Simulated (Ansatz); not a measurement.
The parent structure is ZnCu in the CsCl type structure (space group Pm-3m, No. 221; relaxed with 0.1 eV smearing).

```
CELL_PARAMETERS angstrom
      2.90849     0.00000     0.00000
      0.00000     2.90849     0.00000
      0.00000     0.00000     2.90849
ATOMIC_POSITIONS crystal
  Zn 0.50000 0.50000 0.50000
  Cu 0.00000 0.00000 0.00000
```

The values are results of PBEsol in Ansatz (plane waves to 420 eV, PAW, spin-orbit coupling left out), not measurements.

Strains are applied to the cell and any free atomic positions relax.

One change was made to it. Results:

```csv
quantity,base,after
energy relative to the base (free energy F),0 meV/atom,+27 meV/atom
pressure,0.0 GPa,-8.4 GPa
```

Which change produced these results?
A. isotropic strain −3.00 %
B. isotropic strain +2.50 %
C. isotropic strain +2.00 %
D. isotropic strain +0.50 %

B, isotropic strain +2.50 %. For comparison, the energy relative to the base in the other runs: isotropic strain +2.00 % gives +17 meV/atom; isotropic strain −3.00 % gives +48 meV/atom; isotropic strain +0.50 % gives +1.2 meV/atom.

Stability against distortions was not tested. All final runs are without spin polarisation.

Ansatz is an electronic-structure program.
